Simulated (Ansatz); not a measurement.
Consider ZnSnAs2 in the chalcopyrite structure (space group I-42d, No. 122; a = 5.839 Å, c = 11.737 Å). Axes: x, y, z lie along a, b, c of the conventional cell.

Level of theory: DFT with PBEsol, PAW potentials and a 420 eV plane-wave cutoff in Ansatz (a program for electronic structure), no SOC.

Before the change:

| Property | Result |
|---|---|
| Pressure | 0.0 GPa |
| Shortest interatomic distance | 2.449 Å |

Now apply this change: uniaxial strain ε_zz = −1.50 %, all other strain components held at zero; the atoms relax in the strained cell.

Q: Predict the new pressure, energy relative to the base and shortest interatomic distance.

A: The pressure (mean of the normal stresses, compression positive) goes from zero to 1.0 GPa; the energy rises by 1.6 meV/atom; the shortest interatomic distance falls by 0.013 Å (2.449 Å → 2.436 Å).

Stability against distortions was not tested. The final runs are not spin-polarised.
